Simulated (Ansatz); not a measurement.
An Ansatz (a program for electronic structure) input (PBEsol/PAW in Ansatz, no SOC):

Ansatz 0.2 input:
```yaml
crystal:
  lattice:
    - [6.982239234, 0, 0]
    - [0, 6.982239234, 0]
    - [0, 0, 6.982239234]
  atoms:
    - { symbol: Ga, position: [0.25, 0, 0.5] }
    - { symbol: Ga, position: [0.5, 0.25, 0] }
    - { symbol: Ga, position: [0.5, 0.75, 0] }
    - { symbol: Ga, position: [0.75, 0, 0.5] }
    - { symbol: Ga, position: [0, 0.5, 0.75] }
    - { symbol: Ga, position: [0, 0.5, 0.25] }
    - { symbol: As, position: [0.25, 0.5, 0] }
    - { symbol: As, position: [0, 0.25, 0.5] }
    - { symbol: As, position: [0, 0.75, 0.5] }
    - { symbol: As, position: [0.75, 0.5, 0] }
    - { symbol: As, position: [0.5, 0, 0.75] }
    - { symbol: As, position: [0.5, 0, 0.25] }
basis: { ecutwfc: 420, ecutrho_ratio: 4, xc_grid: 2, fft_grid_basis: typed }
kpoints: { mp_grid: { grid: [4, 4, 4] } }
hamiltonian:
  xc: pbesol
  dispersion: none
  pseudopotentials: { kind: paw }
scf: { occupations: { method: fermi_dirac, width: 0.05 }, convergence: { dr2_threshold: 0.0000000012 } }
output: { forces: true, stress: true }
```

Problem. Which symmetry and how many k-points will the program report, and about how many plane waves at Γ?

Solution. Space group Pm-3n (ITA 223) with 48 operations, k-points 10 of 64, and 6667 plane waves at Γ.

Stability against distortions was not tested. The cell is GaAs (space group Pm-3n, No. 223; a hypothetical phase, not in the database extracts checked).
